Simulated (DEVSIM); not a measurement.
System: Ti/SiO2/p-Si capacitor, at 300 K.

| layer (left to right) | material | thickness (nm) | Na (cm⁻³) |
|---|---|---|---|
| 1 | SiO2 | 32.0 | - |
| 2 | Si | 14000 | 1.7e15 |

Metal gate on the left, work function 4.33 eV. Fixed charge at the semiconductor interface -1.3e10 cm⁻² (in units of +e); no interface traps.

The device is made up for the run: typed textbook-type constants, with dimensions and the other settings drawn at random. Values at 300 K.

```
parameter      SiO2       Si
-------------  ----  -------
gap (eV)          9    1.124
affinity (eV)   0.9     4.05
permittivity    3.9     11.7
Nc (cm⁻³)         -  2.86e19
Nv (cm⁻³)         -   3.1e19
```

Simulated with DEVSIM: 1D Poisson equation in equilibrium, Boltzmann statistics, complete ionisation; no quantum confinement or tunnelling. Metal contacts follow the ideal Schottky-Mott rule: no Fermi-level pinning, no interface dipoles.

The gate work function was swept, all else fixed.

```
gate work function (eV)  flat-band voltage (V)  threshold voltage (band bending 2φF) (V)  minimum of the low-frequency capacitance (μF/cm²)
-----------------------  ---------------------  ----------------------------------------  -------------------------------------------------
4.03                                     -0.87                                     -0.08                                             0.0149
4.18                                     -0.72                                      0.07                                             0.0153
4.33                                     -0.57                                      0.22                                             0.0149
4.48                                     -0.42                                      0.37                                             0.0153
4.63                                     -0.27                                      0.52                                             0.0149
```

From the first row to the last the flat-band voltage goes from -0.87 to -0.27. From the first row to the last the threshold voltage (band bending 2φF) goes from -0.08 to 0.52.
